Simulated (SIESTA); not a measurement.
Band structure of CoO (Fm-3m, 4 atoms in the cell).

```
CoO
1.0
    4.26000     2.13000     2.13000
    2.13000     4.26000     2.13000
    2.13000     2.13000     4.26000
Co O
2 2
Direct
  0.00000   0.00000   0.00000
  0.50000   0.50000   0.50000
  0.25000   0.25000   0.25000
  0.75000   0.75000   0.75000
```
Moments meant for the start (each program seeds them in its own way; μB, in the order of the atoms Co Co O O): 3.0 -3.0 0.0 0.0.

Method of the run: GGA PBE, numerical atomic orbitals TZP, PseudoDojo PBE standard norm-conserving potentials (rewritten from UPF to PSML) (SIESTA).

Settings: XC.functional = GGA; XC.authors = PBE; potentials = PseudoDojo PBE standard; PAO.BasisSize = TZP; PAO.EnergyShift = 0.005 Ry; MeshCutoff = 400 Ry; kgrid.MonkhorstPack = 6 6 6; OccupationFunction = FD; ElectronicTemperature = 10 meV; Spin = polarized; DM.InitSpin = [1 +3.00, 2 -3.00, 3 +0.00, 4 +0.00]; MaxSCFIterations = 150; SCF.Mixer.Method = Pulay; SCF.Mixer.Weight = 0.1.

The starting cell has typed, rounded lattice constants, without a prior relaxation at this level. The magnetic order is the one reached from the typed start; others were not searched systematically. Values carry the incompleteness of an atom-centred basis.

Levels in eV from the Fermi level, bands 20 to 25 of the first spin channel:
| point | 20 | 21 | 22 | 23 | 24 | 25 |
|---|---|---|---|---|---|---|
| Γ | -1.96 | -1.96 | -0.46 | -0.46 | -0.15 | 1.20 |
| L | -1.23 | -0.99 | -0.89 | 0.08 | 0.27 | 1.47 |
| B1 | -1.43 | -1.17 | -0.11 | -0.08 | 0.04 | 1.51 |
| B | -1.43 | -1.17 | -0.11 | -0.08 | 0.04 | 1.51 |
| Z | -0.83 | -0.83 | -0.55 | -0.55 | -0.37 | 1.44 |
| X | -1.45 | -1.20 | -0.10 | -0.05 | 0.01 | 1.53 |
| Q | -1.45 | -1.20 | -0.10 | -0.05 | 0.01 | 1.53 |
| F | -1.51 | -1.32 | -0.55 | 0.10 | 0.24 | 1.92 |
| P1 | -1.44 | -1.34 | -0.59 | 0.09 | 0.25 | 1.78 |
| P | -1.44 | -1.34 | -0.59 | 0.09 | 0.25 | 1.78 |

Bands cross the Fermi level along this path, so the cell is metallic at this level.

Higher empty bands are left out: an atom-centred basis made for the valence describes them poorly.

The net moment of the cell came out as 0.00 μB.
